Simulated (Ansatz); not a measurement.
Start from KTaO3 in the cubic perovskite structure (space group Pm-3m, No. 221; a = 3.952 Å). Axes: x, y, z lie along the cube axes.

Computed with Kohn–Sham DFT with the LDA functional, run in Ansatz (a quantum-chemistry and plane-wave program) with PAW and 420 eV plane waves, no SOC.

Strains are applied to the cell and any free atomic positions relax.

One change was made to it. Results:

The smallest direct gap decreases by 0.11 eV (2.73 eV → 2.62 eV); the energy rises by 2.8 meV/atom; the pressure (mean of the normal stresses, compression positive) is nearly the same (-0.01 GPa against 0.02 GPa).

### Question
Name the change that was made.
(A) tensor shear ε_xy = +0.33 %
(B) tensor shear ε_xy = +2.00 %
(C) tensor shear ε_xy = +0.67 %
(D) tensor shear ε_xy = +1.67 %
(E) tensor shear ε_xy = +1.33 %

### Answer
E, tensor shear ε_xy = +1.33 %. For comparison, the energy relative to the base in the other runs: tensor shear ε_xy = +0.67 % gives +0.7 meV/atom; tensor shear ε_xy = +1.67 % gives +4.4 meV/atom; tensor shear ε_xy = +0.33 % gives +0.2 meV/atom; tensor shear ε_xy = +2.00 % gives +6.3 meV/atom.

With Ta present, leaving out spin-orbit coupling can change the band edges. Stability against distortions was not tested.
